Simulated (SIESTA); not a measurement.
Input and output of a self-consistent single point for Ti (P6_3/mmc, 2 atoms in the cell) (SIESTA).

Computed with GGA PBEsol, numerical atomic orbitals DZP, PseudoDojo PBEsol standard norm-conserving potentials (rewritten from UPF to PSML) (SIESTA).

```
CELL_PARAMETERS angstrom
      2.89287     0.00000     0.00000
     -1.44643     2.50530     0.00000
      0.00000     0.00000     4.57310
ATOMIC_POSITIONS crystal
  Ti 0.33333 0.66667 0.25000
  Ti 0.66667 0.33333 0.75000
```

Reference input (self-consistent single point, DFT, GGA PBEsol, numerical atomic orbitals DZP, PseudoDojo PBEsol standard norm-conserving potentials (rewritten from UPF to PSML)): XC.functional = GGA; XC.authors = PBEsol; potentials = PseudoDojo PBEsol standard; PAO.BasisSize = DZP; PAO.EnergyShift = 0.01 Ry; MeshCutoff = 300 Ry; kgrid.MonkhorstPack = 11 11 6; OccupationFunction = FD; ElectronicTemperature = 0.1 eV; MaxSCFIterations = 150; SCF.Mixer.Method = Pulay; SCF.Mixer.Weight = 0.25. This run's input differs from it in these lines:

```diff
@@ -32,3 +32,3 @@
 OccupationFunction           FD
-ElectronicTemperature        0.1 eV
+ElectronicTemperature        0.3 eV
```

Log, with long lists cut:

```
        iscf     Eharris(eV)        E_KS(eV)     FreeEng(eV)     dDmax    Ef(eV) dHmax(eV)
   scf:    1    -3204.790438    -3223.819895    -3224.472231  1.493033 -4.889546  5.790975
   scf:    2    -3226.246097    -3225.169661    -3225.916985  0.122198 -5.448990  2.748701
   scf:    3    -3225.577014    -3225.500121    -3226.344683  0.104000 -5.994272  0.102370
   scf:    4    -3225.512883    -3225.506990    -3226.345336  0.004747 -5.960582  0.069779
   scf:    5    -3225.504121    -3225.505594    -3226.345597  0.004351 -5.970181  0.016637
   [... 2 lines left out ...]
   scf:    8    -3225.505430    -3225.505264    -3226.345610  0.000117 -5.972759  0.004824
   scf:    9    -3225.504947    -3225.505106    -3226.345611  0.000152 -5.973647  0.000351
   scf:   10    -3225.505081    -3225.505094    -3226.345611  0.000011 -5.973724  0.000006
   scf:   11    -3225.505094    -3225.505094    -3226.345611  0.000000 -5.973725  0.000000
SCF Convergence by DM+H criterion
max |DM_out - DM_in|         :     0.0000002237
max |H_out - H_in|      (eV) :     0.0000001864
SCF cycle converged after 11 iterations

Using DM_out to compute the final energy and forces

siesta: E_KS(eV) =            -3225.5051

siesta: E_KS - E_eggbox =     -3225.5051

siesta: Atomic forces (eV/Ang):
     1    0.000005   -0.000002    0.000000
     2   -0.000005    0.000002   -0.000000
   Tot   -0.000000   -0.000000   -0.000000
   Max    0.000005
   Res    0.000003    sqrt( Sum f_i^2 / 3N )
   Max    0.000005    constrained

Stress tensor Voigt[x,y,z,yz,xz,xy] (kbar):        2.32        2.37      -27.38        0.00       -0.00        0.04
(Free)E + p*V (eV/cell)    -3226.1891
Target enthalpy (eV/cell)    -3226.3456

siesta: Program's energy decomposition (eV):
siesta: FreeEng =     -3226.345611

   [... lines left out ...]
siesta:     0.001448    0.000025    0.000000
siesta:     0.000025    0.001476   -0.000000
siesta:    -0.000000    0.000000   -0.017089

siesta: Cell volume =         33.143548 Ang**3

siesta: Pressure (static):
siesta:                Solid            Molecule  Units
siesta:           0.00005143          0.00005143  Ry/Bohr**3
siesta:           0.00472180          0.00472189  eV/Ang**3
siesta:           7.56515728          7.56530694  kBar
```

The run converged in 11 iterations. Against the reference run the free energy falls by 174 meV/atom and the pressure goes from -1.30 to 0.76 GPa.

The starting cell comes from a database of computed structures (which also holds hypothetical and non-ambient phases and stackings), without a prior relaxation at this level. Its lattice was rescaled by a random factor within 2.5 % of one. Spin polarisation is off. Values carry the incompleteness of an atom-centred basis.

Cost on one core of a shared machine: roughly 40 s.
